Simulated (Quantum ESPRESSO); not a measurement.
Worked example: self-consistent single point of Co (P6_3/mmc, 2 atoms in the cell) in Quantum ESPRESSO.

Level of theory: Wu-Cohen GGA, SSSP 1.1.2 efficiency (PBE) pseudopotentials (plane waves; Quantum ESPRESSO).

```xyz
2
Lattice="2.4720 0.0000 0.0000 -1.2360 2.1408 0.0000 0.0000 0.0000 4.0211" Properties=species:S:1:pos:R:3 pbc="T T T"
Co     0.0000     1.4272     1.0053
Co     1.2360     0.7136     3.0159
```
Moments meant for the start (each program seeds them in its own way; μB, in the order of the atoms Co Co): 3.0 3.0.

Reference input (self-consistent single point, DFT, PBE, plane waves, SSSP 1.1.2 efficiency (PBE) pseudopotentials): ecutwfc = 50 Ry; ecutrho = 400 Ry; occupations = smearing; smearing = cold; degauss = 0.019992 Ry; nspin = 2; potentials = {Co: Co_pbe_v1.2.uspp.F.UPF}; K_POINTS = automatic 10 10 6 0 0 0; conv_thr = 1e-10 Ry; mixing_beta = 0.3. This run's input differs from it in these lines:

```diff
@@ -21,2 +21,3 @@
  starting_magnetization(1) = 0.176
+ input_dft = 'wc'
 /
```

The program printed (abridged):

```
     Self-consistent Calculation

     iteration #  1     ecut=    50.00 Ry     beta= 0.30

     total energy              =    -593.86283306 Ry
     estimated scf accuracy    <      14.02014514 Ry

     total magnetization       =     2.92 Bohr mag/cell
     absolute magnetization    =     3.02 Bohr mag/cell

     iteration #  2     ecut=    50.00 Ry     beta= 0.30

     total energy              =    -596.64810104 Ry
     estimated scf accuracy    <       0.33708936 Ry

     total magnetization       =     3.41 Bohr mag/cell
     absolute magnetization    =     3.69 Bohr mag/cell

     iteration #  3     ecut=    50.00 Ry     beta= 0.30

   [... lines left out ...]
     absolute magnetization    =     3.79 Bohr mag/cell

   [... 7 blocks of this kind left out ...]

     iteration # 11     ecut=    50.00 Ry     beta= 0.30

     total energy              =    -596.71706645 Ry
     estimated scf accuracy    <          9.2E-09 Ry

     total magnetization       =     3.36 Bohr mag/cell
     absolute magnetization    =     3.68 Bohr mag/cell

     iteration # 12     ecut=    50.00 Ry     beta= 0.30

     Magnetic moment per site  (integrated on atomic sphere of radius R)
     atom   1 (R=0.411)  charge= 15.5822  magn=  1.7554
     atom   2 (R=0.411)  charge= 15.5822  magn=  1.7554
     End of self-consistent calculation

     Number of k-points >= 100: set verbosity='high' to print the bands.

     the Fermi energy is    18.7230 ev

!    total energy              =    -596.71706647 Ry
     estimated scf accuracy    <          6.6E-11 Ry
     smearing contrib. (-TS)   =       0.00165892 Ry
     internal energy E=F+TS    =    -596.71872538 Ry

     total magnetization       =     3.36 Bohr mag/cell
     absolute magnetization    =     3.68 Bohr mag/cell

     convergence has been achieved in  12 iterations

     Forces acting on atoms (cartesian axes, Ry/au):

     atom    1 type  1   force =     0.00000000   -0.00000000    0.00000000
     atom    2 type  1   force =     0.00000000    0.00000000    0.00000000

     Total force =     0.000000     Total SCF correction =     0.000000

          total   stress  (Ry/bohr**3)                   (kbar)     P=      -46.61
  -0.00027359   0.00000000  -0.00000000          -40.25        0.00       -0.00
   0.00000000  -0.00027359  -0.00000000            0.00      -40.25       -0.00
  -0.00000000  -0.00000000  -0.00040339           -0.00       -0.00      -59.34

   JOB DONE.
```

The run converged in 12 iterations. Against the reference run the pressure goes from 4.78 to -4.66 GPa and the size of the net moment stays at 1.68 μB/atom.

The starting cell comes from a database of computed structures (which also holds hypothetical and non-ambient phases and stackings), without a prior relaxation at this level. The magnetic order is the one reached from the typed start; others were not searched systematically. With a pressure of about -5 GPa the cell is away from its equilibrium volume at this level.

Cost on one core of a shared machine: roughly 30 s.
